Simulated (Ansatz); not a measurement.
For SiC (model structure, started from the CdTe type, P6₄22, No. 181, 6 atoms in the cell), LDA (PAW; Ansatz, a program for electronic structure) gives:

```
Property                    Value
-------------------  ------------
lattice parameter a       3.047 Å
lattice parameter c       6.989 Å
cohesive energy      6.86 eV/atom
band gap                  0.82 eV
```

Task: What does r²SCAN+rVV10 (PAW; Ansatz) give for the same quantities?

Result: 
- lattice constant a: 3.069 Å (rises by 0.7 %)
- lattice parameter c: 7.035 Å (increases by 0.7 %)
- cohesive energy: 5.96 eV/atom (falls by 0.90 eV/atom)
- band gap: 1.16 eV (increases by 0.34 eV)

Changes are worked out from the printed values.

Unless a cell is named, each level is at its own relaxed cell (LDA 9.36, r²SCAN+rVV10 9.57 Å³/atom).

Density-functional gaps are differences of (generalised) Kohn–Sham levels.

Ansatz's density-functional and Hartree–Fock values are scalar-relativistic unless marked +SOC, with PAW data made under PBE.

A model structure was made by putting elements into a prototype or built by hand; it is no filed structure, need not be a known phase, and can be a saddle point held by its symmetry.
